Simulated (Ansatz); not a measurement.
Data:

```
SiO2
1.0
    4.86585     0.00000     0.00000
   -2.43292     4.21395     0.00000
    0.00000     0.00000     5.44570
Si O
3 6
Direct
  0.00000   0.46736   0.33333
  0.53264   0.53264   0.00000
  0.46736   0.00000   0.66667
  0.27240   0.41193   0.21712
  0.58807   0.86047   0.88379
  0.72760   0.13953   0.44954
  0.86047   0.58807   0.11621
  0.41193   0.27240   0.78288
  0.13953   0.72760   0.55046
```

No spin polarisation.

Computed with plane-wave PAW DFT at the LDA level (Ansatz, a program for electronic structure, 420 eV), without spin-orbit coupling. k-mesh 8×8×6 (Γ-centred); smearing 0.05 eV (Fermi–Dirac).

Task: Predict the pressure, gap character and band gap.

Result: 
* **Pressure (mean of the normal stresses, compression positive)**: -5.7 kbar
* **Gap character**: indirect, K → Γ
* **Band gap**: 5.78 eV

The cells carry an imposed strain or load. Whether these cells are dynamically stable was not tested. The cell was made from SiO₂ (space group P3_221, No. 154) by this change: uniaxial strain ε_zz = +1.50 %.
